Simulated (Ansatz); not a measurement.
Worked calculations on one periodic cell of amorphous Hf18O35F2: Hf18O35F2, 55 atoms, volume 712.8 Å³, made by a melt-quench on the CHGNet potential and relaxed with DFT. O and F atoms were pushed apart under 1.9 Å during the dynamics, to hinder bonds among them. It is a model cell: composition and starting density were chosen by hand, and all elements were melted together. Cycles of charging were run to anneal it. These are PBE, scalar-relativistic without spin-orbit coupling (plane waves to 420 eV, PAW; Ansatz, a quantum-chemistry and plane-wave program) values and carry that method's errors. Sampling: a 2×2×2 Γ-centred mesh; Fermi-Dirac width 0.02 eV; no spin polarisation. Its volume was held where the quench left it, its shape was free, and it stands at a mean pressure of 1.5 GPa with stress components up to 1.6 GPa; the relaxation ran on the zone centre alone. Its density went from a set 8.88 to 8.88 g/cm³. The cell is small and was quenched far faster than a real film, so it is one sample of the glass.

**Question.** Count formal charges (Hf +4, O -2, F -1). What does the count lead one to expect at the Fermi level, and what does the calculation give?

**Answer.** 18 × (+4) + 35 × (-2) + 2 × (-1) = 0. The charges balance, so the anion-derived valence states can be full and a gap can open. On this mesh the highest filled and lowest empty level lie 3.88 eV apart, the PBE gap of this cell, with a localised state at one edge or both.

Four energies for an added electron at PBE on the zone centre alone (charged cells in a uniform background, spin-polarised): neutral at the neutral geometry -304566.311 eV; charged at the neutral geometry -304551.578 eV; charged and relaxed -304551.991 eV; neutral at the charged geometry -304565.475 eV.

**Question.** Find the two relaxation energies and their sum, the reorganisation energy.

**Answer.** On charging: -304551.578 − (-304551.991) = 0.413 eV. On discharging: -304565.475 − (-304566.311) = 0.836 eV. The sum is 1.249 eV. The carrier's level spreads over 7 of the 55 atoms' worth, so it counts as partly localised, most on one Hf atom with neighbours O 2.06 Å, F 2.09 Å, O 2.10 Å, O 2.12 Å, F 2.13 Å, O 2.25 Å, O 2.31 Å (neutral geometry). The values are uncorrected: the image energy of a point charge in this cell, 2.84 × 14.40 / (2 × 8.9) = 2.3 eV before screening, is screened by electrons alone at the fixed geometry and by ions too after relaxing, and the carrier can be spread before it relaxes, so each term can be off by up to that value times 1/ε∞, some tenths of an eV. PBE's self-interaction favours spread-out carriers, so a hybrid can localise more.

Four energies for a hole at PBE on the zone centre alone (charged cells in a uniform background, spin-polarised): neutral at the neutral geometry -304566.311 eV; charged at the neutral geometry -304576.948 eV; charged and relaxed -304577.186 eV; neutral at the charged geometry -304565.701 eV.

**Question.** Find the two relaxation energies and their sum, the reorganisation energy.

**Answer.** On charging: -304576.948 − (-304577.186) = 0.238 eV. On discharging: -304565.701 − (-304566.311) = 0.610 eV. The sum is 0.848 eV. The carrier's level spreads over 4 of the 55 atoms' worth, so it counts as localised, most on one O atom with neighbours Hf 2.03 Å, Hf 2.06 Å, Hf 2.18 Å (neutral geometry). The values are uncorrected: the image energy of a point charge in this cell, 2.84 × 14.40 / (2 × 8.9) = 2.3 eV before screening, is screened by electrons alone at the fixed geometry and by ions too after relaxing, and the carrier can be spread before it relaxes, so each term can be off by up to that value times 1/ε∞, some tenths of an eV. PBE's self-interaction favours spread-out carriers, so a hybrid can localise more.
